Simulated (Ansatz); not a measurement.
The parent structure is Au in the fcc (Cu type) structure (space group Fm-3m, No. 225; relaxed with 0.1 eV smearing).

```
Au
1.0
    0.00000     2.02383     2.02383
    2.02383     0.00000     2.02383
    2.02383     2.02383     0.00000
Au
1
Direct
  0.00000   0.00000   0.00000
```

Cartesian axes are those of the cell as printed.

The values are results of Kohn–Sham DFT with the LDA functional, run in Ansatz (a program for electronic structure) with PAW and 420 eV plane waves, scalar-relativistic without spin-orbit coupling, not measurements.

Modification: compressive biaxial strain of 0.50 % in the plane normal to [001], as in epitaxy on a mismatched substrate; the out-of-plane cell vector and the atoms relax.

Q: How does this affect the out-of-plane strain?

A: The out-of-plane strain amounts to +0.85 %.

Q: How does this affect the in-plane stress?

A: The mean in-plane stress (compression positive) amounts to +0.5 GPa.

Stability against distortions was not tested.
